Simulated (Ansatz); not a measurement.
For BAs (model structure, started from the BeO type, P4₂/mnm, No. 136, 8 atoms in the cell), PBEsol (plane waves, PAW; Ansatz, an electronic-structure program) gives:

| Quantity | Value |
|---|---|
| lattice parameter a | 5.837 Å |
| c axis length | 3.362 Å |
| bulk modulus | 129 GPa |
| cohesive energy | 4.95 eV/atom |
| band gap | 0.61 eV |

### Question
What does r²SCAN (plane waves, PAW; Ansatz) give for the same quantities?

### Answer

- lattice constant a: 5.857 Å (rises by 0.3 %)
- lattice parameter c: 3.371 Å (increases by 0.3 %)
- bulk modulus: 129 GPa (is nearly the same)
- cohesive energy: 4.50 eV/atom (shrinks by 0.45 eV/atom)
- band gap: 0.89 eV (grows by 0.28 eV)

Changes are worked out from the printed values.

Unless a cell is named, each level is at its own relaxed cell (PBEsol 14.32, r²SCAN 14.46 Å³/atom).

Levels without +SOC have no spin–orbit coupling; where heavier elements are present it shifts gaps, mostly down, and can invert bands. Density-functional gaps are differences of (generalised) Kohn–Sham levels.

Caveats: the bulk modulus is −V dP/dV from two relaxed cells at ±2 % in volume (PBEsol, r²SCAN). Ansatz's density-functional and Hartree–Fock values are scalar-relativistic unless marked +SOC, with PAW data made under PBE.

A model structure was made by putting elements into a prototype or built by hand; it is no filed structure, need not be a known phase, and can be a saddle point held by its symmetry.
